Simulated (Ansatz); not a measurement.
## Short convergence ladders for MnTlCl₃ (P4mm, 5 atoms in the cell)

```
MnTlCl3
1.0
    5.04392     0.00000     0.00000
    0.00000     5.04392     0.00000
    0.00000     0.00000     5.04392
Mn Tl Cl
1 1 3
Cartesian
  2.52196   2.52196   2.57196
  0.00000   0.00000   0.00000
  0.00000   2.52196   2.52196
  2.52196   0.00000   2.52196
  2.52196   2.52196   0.00000
```
Moments meant for the start (each program seeds them in its own way; μB, in the order of the atoms Mn Tl Cl Cl Cl): 4.0 0.0 0.0 0.0 0.0.

Base method: PBEsol, default PAW files made with PBE (plane waves; Ansatz, a program for electronic structure).

Base settings: basis.ecutwfc = 420 eV; kpoints.mp_grid.grid = 3 3 3; hamiltonian.xc = pbesol; hamiltonian.pseudopotentials = {kind: paw} (the program's default PAW files); magnetization.spin_polarized = true; scf.occupations.method = fermi_dirac; scf.occupations.width = 0.01 eV.

The count of work is k-points × plane waves × bands × iterations; it is no time. 

**The cutoff for other potential files**

Level: DFT, PBEsol, plane waves, harder PAW files (source: ansatz) made with PBE.

In this ladder: hamiltonian.pseudopotentials = {kind: paw, source: ansatz}.

The second cell is the first with its lattice scaled by 0.98.

The mesh stays at the base's, so the ladder's end is converged at best in this setting alone.

The first pressure column holds Ansatz's estimate of the finite-basis (Pulay) stress, which hides part of the cutoff error; the other is without it.

Only quantities that move along the ladder and can be compared are tabulated.

```tsv
basis.ecutwfc	free energy less the last step's (meV/atom)	energy of the compressed cell less the first (meV/atom)	pressure (GPa)	pressure without the Pulay estimate (GPa)	largest difference of a force vector from the last step's (eV/Å)	count of work / last
325 eV	1276.64	-6.61	-2.61	-38.28	0.027	0.12
395 eV	307.18	-1.47	-2.08	-12.53	0.017	0.16
505 eV	28.47	-10.50	-2.04	-3.42	0.002	0.21
610 eV	2.23	-9.29	-2.01	-2.15	0.000	0.28
720 eV	0.29	-9.24	-2.01	-2.02	0.000	0.35
865 eV	0.14	-9.24	-2.01	-2.01	0.000	0.47
1080 eV	0.05	-9.24	-2.01	-2.01	0.000	0.65
1440 eV	0.00	-9.24	-2.01	-2.01	0.000	1.0
```

Coarsest basis.ecutwfc that holds the free energy within 1 meV/atom of the last step, with all finer ones: 720 eV, at 0.35 of the last step's count of work; the step before is off by 2.2 meV/atom.

Coarsest basis.ecutwfc that holds the pressure without the Pulay estimate within 1 GPa of the last step, with all finer ones: 610 eV, at 0.28 of the last step's count of work; the step before is off by 1.4 GPa.

Coarsest basis.ecutwfc that holds the pressure within 0.05 GPa of the last step, with all finer ones: 505 eV, at 0.21 of the last step's count of work; the step before is off by 0.07 GPa.

The energy difference between the two cells stays within 1 meV/atom of the last step's from 610 eV on, the total only from 720 eV on: much of the error is common to both cells and cancels.

At the lowest cutoff the pressure without the Pulay estimate lies 36.3 GPa under the last step's, the usual sign of Pulay stress in an incomplete plane-wave basis.

**The relaxed cell against the cutoff**

On MnTlCl3 (Pm-3m, 5 atoms in the cell): atoms on their sites.

In this ladder: relax = cell and atoms.

The mesh stays at the base's, so the ladder's end is converged at best in this setting alone.

Only quantities that move along the ladder and can be compared are tabulated.

| basis.ecutwfc | relaxed volume (Å³/atom) | relaxation steps |
|---|---|---|
| 210 eV | 24.963 | 14 |
| 295 eV | 24.278 | 11 |
| 355 eV | 24.238 | 7 |
| 420 eV | 24.237 | 5 |
| 505 eV | 24.236 | 5 |
| 630 eV | 24.236 | 5 |
| 840 eV | 24.236 | 5 |

Coarsest basis.ecutwfc that holds the relaxed volume within 0.024 Å³/atom of the last step, with all finer ones: 355 eV; the step before is off by 0.042 Å³/atom.

At the lowest cutoff the cell relaxes to a volume 3.0 % larger than at the highest. Ansatz relaxes on a stress corrected for the finite basis.

On the base run: the starting cell comes from a database of computed structures (which also holds hypothetical and non-ambient phases and stackings), without a prior relaxation at this level. Its lattice was rescaled by up to half a per cent. One atom was moved a little off its site on purpose. With one magnetic atom in the cell only a parallel order is possible.

Left out of this page: 1 run of the series failed or unconverged.

Keys are those of Ansatz 0.2.
